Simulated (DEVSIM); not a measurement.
Device: illuminated GaAs p-on-n cell, one wavelength, at 250 K.

Layer 1 from the left is GaAs, thickness (μm) 0.130, Na (cm⁻³) 1.5e18, τn (s) 3.9e-9, τp (s) 2.3e-10, absorption coefficient (cm⁻¹) 13000. Layer 2 from the left is GaAs, thickness (μm) 0.980, Nd (cm⁻³) 6.5e15, τn (s) 5.8e-9, τp (s) 5.8e-9, absorption coefficient (cm⁻¹) 13000.

Left contact: ohmic, minority electron recombination velocity 10000 cm/s. Right contact: ohmic, minority hole recombination velocity 1000 cm/s. Voltage is applied to the left contact. Recombination: SRH at mid-gap, radiative, Auger. Light enters at the left, 1.6e17 photons cm⁻² s⁻¹, one pass, no reflection. Mobility is μmin + (μ − μmin)/(1 + (N/Nref)^α).

Constants are typed, rounded textbook-type inputs, not results; the design itself was drawn at random and stands for no fabricated device. Values at 300 K; Nc and Nv go as T^1.5, mobilities as T to minus their exponent, the gap by Varshni's rule with the affinity fixed.

GaAs: gap (eV) 1.424, affinity (eV) 4.07, permittivity 12.9, Nc (cm⁻³) 4.7e17, Nv (cm⁻³) 9e18, μn (cm²/Vs) 8500, μp (cm²/Vs) 400, μn,min 500, μp,min 20, Nref,n 6e16, Nref,p 1.5e17, αn 0.39, αp 0.38, T exponent of μn 2.1, T exponent of μp 2.2, B (cm³/s) 2e-10, Cn (cm⁶/s) 1e-30, Cp (cm⁶/s) 1e-30, Varshni α (eV/K) 0.000541, Varshni β (K) 204.

DEVSIM, 1D drift-diffusion, Boltzmann statistics, complete ionisation; no tunnelling, impact ionisation, image-force lowering or self-heating.

Dark forward current:

```csv
|V| (V),|J| (A/cm²)
0.05,2.942e-13
0.10,1.184e-12
0.15,4.065e-12
0.20,1.350e-11
0.25,4.443e-11
0.30,1.461e-10
0.35,4.805e-10
0.40,1.583e-9
0.45,5.229e-9
0.50,1.731e-8
0.55,5.749e-8
0.60,1.916e-7
0.65,6.411e-7
0.70,2.157e-6
0.75,7.308e-6
0.80,2.500e-5
0.85,8.685e-5
0.90,0.0003099
0.95,0.001166
1.00,0.004861
1.05,0.02425
1.10,0.1518
1.15,1.095
1.20,6.472
1.25,28.58
1.30,141.4
```

**Question.** Work out the local ideality factor n = ΔV / (kT/q · ln(J2/J1)) between the rows 0.10 and 0.15 V, 1.10 and 1.15 V, 1.25 and 1.30 V.

**Answer.** kT/q = 21.54 mV. From 0.10 to 0.15 V: ln(4.065e-12/1.184e-12) = 1.234, n = 1.88, near the 2 of recombination in the depletion region. From 1.10 to 1.15 V: ln(1.095/0.1518) = 1.976, n = 1.17. From 1.25 to 1.30 V: ln(141.4/28.58) = 1.599, n = 1.45; the layers' resistance at their doping, Σ W/(qμN) = 1.1e-5 Ω cm², would take 1.2 mV of this step of 50 mV.

**Question.** What current could the absorbed light give at most, and what share is collected?

**Answer.** Σ αd = 1.44, so qΦ(1 − exp(−Σ αd)) = 19.6 mA/cm². The simulated short-circuit current is 19.48 mA/cm², a share of 0.99.

**Question.** Estimate the open-circuit voltage by superposition: the voltage at which the dark current equals that short-circuit current.

**Answer.** Interpolating ln J in the table gives 1.043 V. The simulation gives 1.043 V, the same within the digits that matter. Superposition holds where collection doesn't change with voltage.

**Question.** Estimate the fill factor from FF0 = (v − ln(v + 0.72))/(v + 1), v = qVoc/(nkT), with n from the dark curve.

**Answer.** The rows about Voc, 1.00 and 1.05 V, give n = 1.44, so v = 33.5 and FF0 = 0.869. The simulation gives 0.852; the estimate lies 2.0 % above.
